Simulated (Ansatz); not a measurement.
## Point defects in TiTe2

Base system: a 12-atom supercell of TiTe2 in the CdI2 type structure (space group P-3m1, No. 164; a = 3.697 Å, c = 6.384 Å; layered, stacked along the Cartesian z axis) at its relaxed geometry.

One neutral defect a cell, atoms relaxed at fixed cell.

Calculations: Kohn–Sham DFT with the PBE-D3(BJ) functional, run in Ansatz (a first-principles code) with PAW and 420 eV plane waves, no spin-orbit coupling.

| change | pressure | largest displacement of a host atom from its site in the perfect cell | energy gained by relaxation |
|---|---|---|---|
| perfect supercell | 0.0 GPa | – | – |
| Ti vacancy, symmetric start | -1.3 GPa | 0.09 Å | 0.10 eV |
| Sn on a Te site, symmetric start | -1.2 GPa | 0.07 Å | 0.19 eV |
| Te vacancy, symmetric start | 0.0 GPa | 0.14 Å | 0.06 eV |

The cell is small, so the values are those of an ordered compound at a high defect concentration; dilute-limit values will differ. The defect started on the symmetric site and kept its symmetry, so it may sit on a saddle. All final runs are without spin polarisation.
